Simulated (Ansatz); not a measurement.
**Hypothetical CdI2 type CeO2, pressure series**

The reference is CeO₂ in the CdI2 type structure (space group P-3m1, No. 164; a hypothetical phase, not in the database extracts checked).

```
CELL_PARAMETERS angstrom
      3.60166     0.00000     0.00000
     -1.80083     3.11913     0.00000
      0.00000     0.00000     4.52302
ATOMIC_POSITIONS crystal
  Ce 0.00000 0.00000 0.00000
  O  0.33333 0.66667 0.20033
  O  0.66667 0.33333 0.79967
```

Cell and atoms are relaxed at each pressure.

Levels (all Ansatz, a program for electronic structure, PAW, earlier PAW set): PBE-D3(BJ) (420 eV, no SOC); r2SCAN+rVV10 (500 eV, spin-orbit coupling left out).

The base cell above is that of PBE-D3(BJ); each level relaxes its own structures.

| case | band gap, PBE-D3(BJ) | band gap, r2SCAN+rVV10 |
|---|---|---|
| pressure −1 GPa | 2.29 eV | 2.56 eV |
| pressure 0.3 GPa | 2.21 eV | 2.47 eV |
| pressure 0.7 GPa | 2.20 eV | 2.45 eV |
| pressure 1.5 GPa | 2.16 eV | 2.41 eV |
| pressure 3 GPa | 2.12 eV | 2.36 eV |
| pressure 5 GPa | 2.07 eV | 2.31 eV |
| pressure 7.5 GPa | 2.03 eV | 2.27 eV |
| pressure 10 GPa | 1.99 eV | 2.23 eV |

PBE-D3(BJ) lies below r2SCAN+rVV10 in every row, by 0.24 eV to 0.27 eV. They put the cases in the same order.

Load acts through the strain it causes; cell and atoms are relaxed under it. No phonon test of stability was made. Competing high-pressure phases were not computed. Starting moments died away, wholly or in part, for the base; another magnetic solution may exist. All final runs are without spin polarisation.
